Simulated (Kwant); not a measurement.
System: Ge/Si0.2Ge0.8 stack with 1 barrier. One parabolic valley. Leads of mass 0.12 mₑ with the band edge at 0; grid 0.1 nm; bias swept from 0.0048 to 0.24 V, dropping linearly over the stack. Emitter Fermi level 0.022 eV, 77 K, equal in the collector.

```csv
layer,thickness (nm),band offset (eV),mass (mₑ)
1,6.4,0.12,0.14
```

Constants are typed, rounded textbook-type inputs, not results; the design itself was drawn at random and stands for no fabricated device.

Kwant, one-band effective-mass tight-binding model in one dimension, coherent, no space charge, current by the Tsu-Esaki formula.

Sweep values stay those of the base run.

Base results: J (A/cm²) at bias = 0.1751 V 19400; J (A/cm²) at bias = 0.2400 V 69800; J (A/cm²) at bias = 0.06157 V 1820; J (A/cm²) at bias = 0.1183 V 5900.

Question: What follows from this one change: height of the first barrier 0.12 → 0.072 eV?

Answer: J at bias = 0.1751 V 19400 → 216000 A/cm²; J at bias = 0.2400 V 69800 → 301000 A/cm²; J at bias = 0.06157 V 1820 → 24900 A/cm²; J at bias = 0.1183 V 5900 → 86000 A/cm².

Question: What follows from this one change: temperature 77 → 300 K?

Answer: J at bias = 0.1751 V 19400 → 344000 A/cm²; J at bias = 0.2400 V 69800 → 634000 A/cm²; J at bias = 0.06157 V 1820 → 64300 A/cm²; J at bias = 0.1183 V 5900 → 165000 A/cm².

Question: What follows from this one change: mass in the first barrier 0.14 → 0.11 mₑ?

Answer: J at bias = 0.1751 V 19400 → 28700 A/cm²; J at bias = 0.2400 V 69800 → 76500 A/cm²; J at bias = 0.06157 V 1820 → 3610 A/cm²; J at bias = 0.1183 V 5900 → 10600 A/cm².

Question: What follows from this one change: thickness of the first barrier 6.4 → 3.8 nm?

Answer: J at bias = 0.1751 V 19400 → 75100 A/cm²; J at bias = 0.2400 V 69800 → 125000 A/cm²; J at bias = 0.06157 V 1820 → 25300 A/cm²; J at bias = 0.1183 V 5900 → 45500 A/cm².

Question: What follows from this one change: Fermi level in the emitter 0.022 → 0.011 eV?

Answer: J at bias = 0.1751 V 19400 → 6090 A/cm²; J at bias = 0.2400 V 69800 → 22500 A/cm²; J at bias = 0.06157 V 1820 → 577 A/cm²; J at bias = 0.1183 V 5900 → 1860 A/cm².
